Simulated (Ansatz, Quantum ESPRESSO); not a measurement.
Ba (Im-3m, 1 atom in the cell) computed with different codes at matched settings

Self-consistent single point.

```
CELL_PARAMETERS angstrom
     -2.55995     2.55995     2.55995
      2.55995    -2.55995     2.55995
      2.55995     2.55995    -2.55995
ATOMIC_POSITIONS crystal
  Ba 0.00000 0.00000 0.00000
```

Shared settings, as Ansatz (a program for electronic structure) writes them: kpoints.mp_grid.grid = 12 12 12; magnetization.spin_orbit = true; scf.occupations.method = fermi_dirac; scf.occupations.width = 0.05 eV. Potentials and cutoffs stand in the table.

```json
[
 {"code": "Quantum ESPRESSO", "model": "PBE, spin-orbit coupling, PSlibrary fully relativistic ultrasoft (PBE) pseudopotentials", "pressure (GPa)": "-0.45", "cutoff": "45 Ry"},
 {"code": "Ansatz", "model": "PBE with spin-orbit coupling, default PAW files", "pressure (GPa)": "-0.47", "cutoff": "420 eV"}
]
```

The spread over the programs that give each value: pressure within 0.02 GPa.

Ansatz's pressure is given at a fixed set of plane waves, as the other plane-wave codes print theirs.

The starting cell has typed, rounded lattice constants, without a prior relaxation at this level. Its lattice was rescaled by a random factor within 2.5 % of one.

Left out of this page: ABINIT (with a known weakness of the program); Elk and SIESTA (not drawn, or without a comparable value); FLEUR (stopped by limits of time or memory).

Keys are those of Ansatz 0.2.
